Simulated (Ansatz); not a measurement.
Start from BiSb in the zinc blende structure (space group F-43m, No. 216; a = 7.091 Å; a hypothetical phase, not in the database extracts checked; relaxed with 0.1 eV smearing). Axes: x, y, z lie along the cube axes.

Calculations: r2SCAN in Ansatz (plane waves to 500 eV, PAW, spin-orbit coupling left out).

For the base:

The band gap comes out as zero.

The change: tensor shear ε_xy = −0.80 % (engineering shear γ = -0.0160), atoms relaxed at fixed cell.

Q: How does this affect the energy relative to the base, stress, largest internal atomic displacement and band gap?

A: The energy decreases by 0.6 meV/atom; the stress (xx, yy, zz, yz, xz, xy; compression positive) comes out as (0.0, 0.0, 0.0, 0.0, 0.0, -0.3) GPa; the largest internal atomic displacement comes out as 0.013 Å; the band gap is still zero.

The cells carry an imposed strain or load. Stability against distortions was not tested. The final runs are not spin-polarised. Under tensor shear ε_xy = −0.80 % the cell ends below the base's energy or with stress of the wrong sign: the atoms slid into a distortion or the cell is elastically unstable, so the base is not a stable minimum at this level.

Ansatz is an electronic-structure program.
